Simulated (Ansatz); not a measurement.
PbS in the rock salt structure (space group Fm-3m, No. 225)

```
CELL_PARAMETERS angstrom
      0.00000     2.98725     2.98725
      2.98725     0.00000     2.98725
      2.98725     2.98725     0.00000
ATOMIC_POSITIONS crystal
  S  0.00000 0.00000 0.00000
  Pb 0.50000 0.50000 0.50000
```

Calculations: DFT with r2SCAN, PAW potentials and a 500 eV plane-wave cutoff in Ansatz (a first-principles code), spin-orbit coupling left out. k-mesh 10×10×10 (Γ-centred); smearing 0.05 eV (Fermi–Dirac).

```yaml
volume_per_atom: 26.66 Å³
density: 7.45 g/cm³
band_gap: 0.69 eV, direct at L
electron_mass: 0.19 mₑ along k, 0.17 mₑ across
hole_mass: 0.23 mₑ along k, 0.13 mₑ across
Lowest conduction-band minima above the VBM: L along ⟨111⟩ 0.69 eV; a point along ⟨110⟩, about 0.6 Å⁻¹ from Γ 1.58 eV
total_energy: -6414.001 eV/atom (σ→0; compares only within this code and set-up)
```

Spin-orbit coupling, missing from the scalar runs, can matter with Pb. Effective masses come from finite differences of ±0.01 Å⁻¹. Along k means along the line from Γ to the band edge. Stability against distortions was not tested.
